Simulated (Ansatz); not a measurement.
## How far to go with the k-point mesh: NbH (Cmm2, 4 atoms in the cell)

```
NbH
1.0
    1.83983    -2.38602     0.00000
    1.83983     2.38602     0.00000
    0.00000     0.00000     4.78982
Nb H
2 2
Cartesian
  1.83983  -1.19301   1.33770
  1.83983   1.19301   3.50212
  0.91991   0.00000   0.00000
  2.75974   0.00000   0.00000
```

Computed with PBEsol, default PAW files made with PBE (plane waves; Ansatz, a program for electronic structure).

Base settings: basis.ecutwfc = 420 eV; kpoints.mp_grid.grid = 11 11 7; hamiltonian.xc = pbesol; hamiltonian.pseudopotentials = {kind: paw} (the program's default PAW files); scf.occupations.method = fermi_dirac; scf.occupations.width = 0.1 eV.

The second cell is the first with its lattice scaled by 0.98.

Only quantities that move along the ladder and can be compared are tabulated.

The count of work is k-points × plane waves × bands × iterations; it is no time. 

The starting cell comes from a database of computed structures (which also holds hypothetical and non-ambient phases and stackings), without a prior relaxation at this level. Its lattice was rescaled by up to half a per cent. One atom was moved a little off its site on purpose. Spin polarisation is off. In the base run, with a pressure of about -5 GPa the cell is away from its equilibrium volume at this level. Ansatz's pressure includes its estimate of the finite-basis (Pulay) stress.

Steps (kpoints.mp_grid.grid): 2 2 1; 2 2 2; 3 3 2; 4 4 2; 4 4 3; 5 5 3; 6 6 4; 7 7 4; 7 7 5; 8 8 5; 9 9 6; 10 10 6; 11 11 7; 12 12 7; 13 13 8; 15 15 9; 16 16 10; 18 18 11; 20 20 12; 22 22 14; 24 24 15; 27 27 17; 30 30 18; 33 33 20; 37 37 23.

Q: What is the coarsest kpoints.mp_grid.grid that holds the pressure within 0.2 GPa of the last step, with all finer ones?

A: 5 5 3, at 0.0042 of the last step's count of work; the step before is off by 0.73 GPa.

Q: What is the coarsest kpoints.mp_grid.grid that holds the free energy within 2 meV/atom of the last step, with all finer ones?

A: 7 7 4, at 0.011 of the last step's count of work; the step before is off by 3.1 meV/atom.

Q: What is the coarsest kpoints.mp_grid.grid that holds the energy of the compressed cell less the first within 0.5 meV/atom of the last step, with all finer ones?

A: 5 5 3, at 0.0042 of the last step's count of work; the step before is off by 3.3 meV/atom.

```csv
kpoints.mp_grid.grid,free energy less the last step's (meV/atom),energy of the compressed cell less the first (meV/atom),pressure (GPa),largest difference of a force vector from the last step's (eV/Å),count of work / last
2 2 1,-199.24,-9.57,-8.12,0.987,0.00081
2 2 2,-32.06,8.06,-3.94,0.277,0.0016
3 3 2,12.83,6.29,-4.22,0.005,0.0022
4 4 2,13.93,5.25,-4.48,0.141,0.0032
4 4 3,13.51,5.39,-4.43,0.278,0.0032
5 5 3,-1.65,2.40,-5.12,0.144,0.0042
6 6 4,-3.09,1.65,-5.26,0.007,0.0090
7 7 4,0.09,2.34,-5.11,0.018,0.011
7 7 5,-0.06,1.77,-5.24,0.038,0.011
8 8 5,1.43,1.89,-5.20,0.042,0.015
9 9 6,1.29,2.28,-5.12,0.014,0.023
10 10 6,-0.10,2.23,-5.13,0.002,0.029
11 11 7,-0.42,2.18,-5.15,0.004,0.033
12 12 7,0.27,2.20,-5.14,0.004,0.040
13 13 8,0.15,2.11,-5.16,0.002,0.057
15 15 9,-0.21,2.02,-5.18,0.001,0.074
16 16 10,0.07,2.11,-5.16,0.003,0.10
18 18 11,-0.03,2.09,-5.16,0.001,0.13
20 20 12,0.07,2.12,-5.16,0.001,0.18
22 22 14,-0.02,2.10,-5.16,0.000,0.25
24 24 15,0.00,2.10,-5.16,0.000,0.29
27 27 17,-0.01,2.10,-5.16,0.000,0.41
30 30 18,0.00,2.10,-5.16,0.000,0.56
33 33 20,0.00,2.10,-5.16,0.000,0.73
37 37 23,0.00,2.10,-5.16,0.000,1.0
```

The energy difference between the two cells stays within 1 meV/atom of the last step's from 5 5 3 on, the total only from 10 10 6 on: much of the error is common to both cells and cancels.

Two neighbours can agree and both be off: 4 4 2 and 4 4 3 differ by 0.42 meV/atom in the free energy, yet lie about 14 meV/atom from the last step.

Keys are those of Ansatz 0.2.
